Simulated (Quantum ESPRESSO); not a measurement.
**Pressure against volume in rutile-structure PbO2 (space group 136) (Quantum ESPRESSO, PBE)**

```
CELL_PARAMETERS angstrom
      4.87181     0.00000     0.00000
      0.00000     4.87181     0.00000
      0.00000     0.00000     3.32972
ATOMIC_POSITIONS crystal
  Pb 0.00000 0.00000 0.00000
  Pb 0.50000 0.50000 0.50000
  O  0.30700 0.30700 0.00000
  O  0.80700 0.19300 0.50000
  O  0.19300 0.80700 0.50000
  O  0.69300 0.69300 0.00000
```

Level of theory: PBE, PSlibrary PAW (PBE) pseudopotentials (plane waves; Quantum ESPRESSO). Settings: ecutwfc = 72 Ry; ecutrho = 432 Ry; occupations = smearing; smearing = fermi-dirac; degauss = 0.0036749 Ry; potentials = {Pb: Pb.pbe-dn-kjpaw_psl.1.0.0.UPF, O: O.pbe-n-kjpaw_psl.0.1.UPF}; K_POINTS = automatic 10 10 14 0 0 0; conv_thr = 1e-10 Ry; mixing_beta = 0.3. The cell above is the first row's. The rows scale it uniformly. In all rows fractional positions and the k mesh are held.

```csv
V (Å^3/atom),P (GPa)
13.1715,20.02
13.4579,15.55
13.7442,11.59
14.0306,8.08
14.3169,4.94
14.6032,2.16
14.8896,-0.31
15.1759,-2.50
15.4623,?
```

Fit P of the 8 rows that show it with a cubic. With u = V - 14.2, the rows have u = -1.0285, -0.7421, -0.4558, -0.1694, 0.1169, 0.4032, 0.6896, 0.9759. Least squares gives P = 6.171 - 10.8011·u + 2.2640·u² - 0.3123·u³. Residuals (row less fit): 0.005, -0.011, -0.004, 0.013, 0.001, -0.004, -0.007, 0.004; standard error 0.010 (degrees of freedom: 4). The fitted pressure is zero at V0 = 14.85, where dP/dV = -8.245, so B0 = -V0·dP/dV = 122 GPa.

Q: Estimate the missing P (V = 15.4623); what did the run itself give?

A: u = 1.2623, so P = 6.171 - 10.8011 × 1.2623 + 2.2640 × 1.2623² - 0.3123 × 1.2623³ = -4.484 GPa. The calculation gives -4.44 GPa, 0.044 GPa above the prediction (0.2 % of the range of P in the table). The row lies outside the fitted rows, so this is an extrapolation. From the scatter of the fitted rows alone, a prediction at this place has a standard error of 0.027 GPa, so the miss is 1.6 times that.

Carrying the step between the two nearest rows on in a straight line would have given -4.69, off by 0.25; series whose last step already gives the withheld value aren't shown. The scan was laid around a cell of about the measured size, scaled by a guess for this functional; axis ratios and inner coordinates come from that cell. The runs keep the symmetry of the cell, so they don't test it for distortions. Spin-orbit coupling is off. The shape of the cell and the inner coordinates aren't relaxed, so V0 and B0 belong to this uniform scaling; a relaxed crystal lies no higher in energy and is usually softer (forces reach 0.18 eV/Å in these rows). Cutoffs and mesh are single choices, not tested for convergence of this quantity. Series with a scatter that would blur these digits, or in which a gap closes, are not shown.
